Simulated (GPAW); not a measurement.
# GPAW run on LaBi₂ClO₄ (P4/mmm, 8 atoms in the cell): self-consistent single point

Method of the run: LDA (Perdew-Wang 92), GPAW PAW datasets LDA (gpaw-data 1.0.1) (plane waves; GPAW).

This input was run:

```python
from ase import Atoms
from ase.units import GPa
from gpaw import GPAW, PW, FermiDirac

atoms = Atoms(['La', 'Bi', 'Bi', 'Cl', 'O', 'O', 'O', 'O'],
              cell=[[3.988900, 0.000000, 0.000000],
                    [0.000000, 3.988900, 0.000000],
                    [0.000000, 0.000000, 9.333190]],
              positions=[[0.000000, 0.000000, 0.000000],
                         [1.994450, 1.994450, 2.598173],
                         [1.994450, 1.994450, 6.735017],
                         [0.000000, 0.000000, 4.666595],
                         [0.000000, 1.994450, 1.508803],
                         [0.000000, 1.994450, 7.824387],
                         [1.994450, 0.000000, 1.508803],
                         [1.994450, 0.000000, 7.824387]],
              pbc=True)

calc = GPAW(mode=PW(900),
            xc='LDA',
            kpts={'size': (6, 6, 3), 'gamma': True},
            occupations=FermiDirac(0.02),
            nbands=-4,
            convergence={'density': 1e-05, 'energy': 1e-05, 'bands': -2},
            symmetry={'symmorphic': False, 'tolerance': 0.0005},
            maxiter=120)

atoms.calc = calc

energy = atoms.get_potential_energy()
print('Energy (eV):', round(energy, 6))
forces = atoms.get_forces()
print('Forces (eV/Ang):')
print(forces.round(5))
stress = atoms.get_stress()
print('Stress (GPa, Voigt):', (stress / GPa).round(4))
```

Log, with long lists cut:

```
Input parameters:
  convergence: {bands: -2,
                density: 1e-05,
                energy: 1e-05}
  kpts: {gamma: True,
         size: (6, 6, 3)}
  maxiter: 120
  mode: {ecut: 900.0000000000001,
         name: pw}
  nbands: -4
  occupations: {fixmagmom: False,
                name: fermi-dirac,
                width: 0.02}
  symmetry: {symmorphic: False,
             tolerance: 0.0005}

species:
  La:
    name: Lanthanum
    Z: 57.0
    valence: 11
    core: 46
    charge: 0.0
    file: La.LDA.gz

    # Using partial waves for La as LCAO basis

  Bi:
    name: Bismuth
    Z: 83.0
    valence: 15
    core: 68
    charge: 0.0
    file: Bi.LDA.gz

    # Using partial waves for Bi as LCAO basis

  Cl:
    name: Chlorine
    Z: 17.0
    valence: 7
    core: 10
    charge: 0.0
    file: Cl.LDA.gz

    # Using partial waves for Cl as LCAO basis

  O:
    name: Oxygen
    Z: 8.0
    valence: 6
    core: 2
    charge: 0.0
    file: O.LDA.gz

    # Using partial waves for O as LCAO basis

Reference energy: -1420646.080167  # eV

Spin-paired calculation

Convergence criteria:
 Maximum [total energy] change in last 3 cyles: 1e-05 eV / valence electron
 Maximum integral of absolute [dens]ity change: 1e-05 electrons / valence electron
 Maximum integral of absolute [eigenst]ate change: 4e-08 eV^2 / valence electron
 Maximum number of scf [iter]ations: 120

Symmetries present (total): 16
Symmetries with fractional translations: 0
108 k-points: 6 x 6 x 3 Monkhorst-Pack grid + [1/12,1/12,0.000000]
20 k-points in the irreducible part of the Brillouin zone
       k-points in crystal coordinates                weights
   0:     0.00000000    0.00000000    0.00000000          1/108
   1:     0.00000000    0.00000000    0.33333333          2/108
   2:     0.16666667    0.00000000    0.00000000          4/108
   [... 7 lines left out ...]
          ...
  19:     0.50000000    0.50000000    0.33333333          2/108

Wave functions: Plane wave expansion
  Cutoff energy: 900.000 eV
  Number of coefficients (min, max): 9086, 9128
  Pulay-stress correction: 0.000000 eV/Ang^3 (de/decut=0.000000)

Occupation numbers: Fermi-Dirac:
  width: 0.0200  # eV

Eigensolver

Densities:
  Coarse grid: 28*28*70 grid
  Fine grid: 56*56*140 grid
  Total Charge: 0.000000

Density mixing:
  Method: separate
  Backend: pulay
  Linear mixing parameter: 0.05
  old densities: 5
  Damping of long wavelength oscillations: 50

Hamiltonian:
  XC and Coulomb potentials evaluated on a 56*56*140 grid
  External potential:
    NoExternalPotential

Number of atoms: 8
Number of atomic orbitals: 58
Number of bands in calculation: 40
Number of valence electrons: 72
Bands to converge: 38

Density initialized from atomic densities
  40 bands from LCAO basis set

Atomic positions and initial magnetic moments

Positions:
   0 La     0.000000    0.000000    0.000000    ( 0.0000,  0.0000,  0.0000)
   1 Bi     1.994450    1.994450    2.598173    ( 0.0000,  0.0000,  0.0000)
   2 Bi     1.994450    1.994450    6.735017    ( 0.0000,  0.0000,  0.0000)
   3 Cl     0.000000    0.000000    4.666595    ( 0.0000,  0.0000,  0.0000)
   4 O      0.000000    1.994450    1.508803    ( 0.0000,  0.0000,  0.0000)
   5 O      0.000000    1.994450    7.824387    ( 0.0000,  0.0000,  0.0000)
   6 O      1.994450    0.000000    1.508803    ( 0.0000,  0.0000,  0.0000)
   7 O      1.994450    0.000000    7.824387    ( 0.0000,  0.0000,  0.0000)

Unit cell:
           periodic     x           y           z      points  spacing
  1. axis:    yes    3.988900    0.000000    0.000000    28     0.1425
  2. axis:    yes    0.000000    3.988900    0.000000    28     0.1425
  3. axis:    yes    0.000000    0.000000    9.333190    70     0.1333

  Lengths:   3.988900   3.988900   9.333190
  Angles:   90.000000  90.000000  90.000000

Effective grid spacing dv^(1/3) = 0.1394

     iter     time        total  log10-change:
                         energy   eigst   dens
iter:   1 --:--:--   -67.430216   +0.60
iter:   2 --:--:--   -64.647319   -0.38  -0.95
iter:   3 --:--:--   -58.670370   +0.58  -1.00
iter:   4 --:--:--   -58.866798   -0.16  -1.31
iter:   5 --:--:--   -63.727165   +0.34  -1.36
iter:   6 --:--:--   -61.480852   -0.63  -1.22
   [... 11 lines left out ...]
iter:  18 --:--:--   -58.517740   -1.08  -2.07
iter:  19 --:--:--   -58.524231   -1.29  -2.36
iter:  20 --:--:--   -58.522168   -1.35  -2.55
iter:  21 --:--:--   -58.519261   -1.42  -2.68
iter:  22 --:--:--   -58.519816   -1.54  -2.90
iter:  23 --:--:--   -58.519884c  -1.35  -2.91
iter:  24 --:--:--   -58.519550c  -1.70  -2.98
iter:  25 --:--:--   -58.520699   -1.86  -3.15
iter:  26 --:--:--   -58.519205   -2.00  -2.90
iter:  27 --:--:--   -58.519127   -2.10  -3.27
iter:  28 --:--:--   -58.519129c  -2.20  -3.65
iter:  29 --:--:--   -58.519168c  -2.23  -3.66
iter:  30 --:--:--   -58.519140c  -2.36  -3.59
iter:  31 --:--:--   -58.519140c  -2.40  -3.82
iter:  32 --:--:--   -58.519139c  -2.52  -3.87
iter:  33 --:--:--   -58.519133c  -2.59  -3.94
   [... 2 lines left out ...]
iter:  36 --:--:--   -58.519128c  -3.06  -4.41
iter:  37 --:--:--   -58.519128c  -3.17  -4.54
iter:  38 --:--:--   -58.519130c  -3.21  -4.55
iter:  39 --:--:--   -58.519128c  -3.34  -4.35
iter:  40 --:--:--   -58.519128c  -3.44  -4.84
iter:  41 --:--:--   -58.519128c  -3.51  -5.08c
iter:  42 --:--:--   -58.519128c  -3.61  -5.08c
iter:  43 --:--:--   -58.519128c  -3.64  -5.12c
iter:  44 --:--:--   -58.519128c  -3.82  -5.14c
iter:  45 --:--:--   -58.519128c  -3.90  -5.14c
iter:  46 --:--:--   -58.519128c  -3.96  -5.13c
   [... 40 lines left out ...]
iter:  87 --:--:--   -58.519128c  -6.74  -9.36c
iter:  88 --:--:--   -58.519128c  -6.89  -9.55c
iter:  89 --:--:--   -58.519128c  -7.12  -9.60c
iter:  90 --:--:--   -58.519128c  -7.22  -9.66c
iter:  91 --:--:--   -58.519128c  -7.20  -9.75c
iter:  92 --:--:--   -58.519128c  -7.55c -9.82c

Converged after 92 iterations.

Dipole moment: (-0.000000, -0.000000, -0.000000) |e|*Ang

Energy contributions relative to reference atoms: (reference = -1420646.080167)

Kinetic:        +76.069477
Potential:      -75.048074
External:        +0.000000
XC:             -56.626386
Entropy (-ST):   -0.000000
Local:           -2.914145
SIC:             +0.000000
--------------------------
Free energy:    -58.519128
Extrapolated:   -58.519128

Showing only first 2 kpts
 Kpt  Band  Eigenvalues  Occupancy
  0    34      4.54079    2.00000
  0    35      4.54079    2.00000
  0    36      6.10629    0.00000
  0    37      8.33256    0.00000

  1    34      4.53144    2.00000
  1    35      4.53144    2.00000
  1    36      6.32769    0.00000
  1    37      8.00746    0.00000

Fermi level: 5.62310

Gap: 1.216 eV
Transition (v -> c):
  (s=0, k=13, n=35, [0.50, 0.00, 0.33]) -> (s=0, k=0, n=36, [0.00, 0.00, 0.00])
Direct/indirect transitions are different
Direct gap: 1.565 eV
Transition at: (s=0, k=0, n=35, [0.00, 0.00, 0.00])
Energy (eV): -58.519128

Forces in eV/Ang:
  0 La    0.00000    0.00000    0.00000
  1 Bi    0.00000    0.00000   -0.64910
  2 Bi    0.00000    0.00000    0.64910
  3 Cl    0.00000    0.00000    0.00000
  4 O     0.00000    0.00000    0.19712
  5 O     0.00000    0.00000   -0.19712
  6 O     0.00000    0.00000    0.19712
  7 O     0.00000    0.00000   -0.19712

Stress tensor:
     0.047328     0.000000     0.000000
     0.000000     0.047328     0.000000
     0.000000     0.000000     0.040817
Stress (GPa, Voigt): [7.5828 7.5828 6.5396 0.     0.     0.    ]
```

The run converged in 92 iterations. GPAW prints stress with tension positive.

At such cutoffs GPAW's stress carries a finite-basis (Pulay) error, which enters relaxed cells too; its log prints stress with tension positive.

The starting cell comes from a database of computed structures (which also holds hypothetical and non-ambient phases and stackings), without a prior relaxation at this level. Spin-orbit coupling is off.

Cost on one core of a shared machine: roughly 10 min.
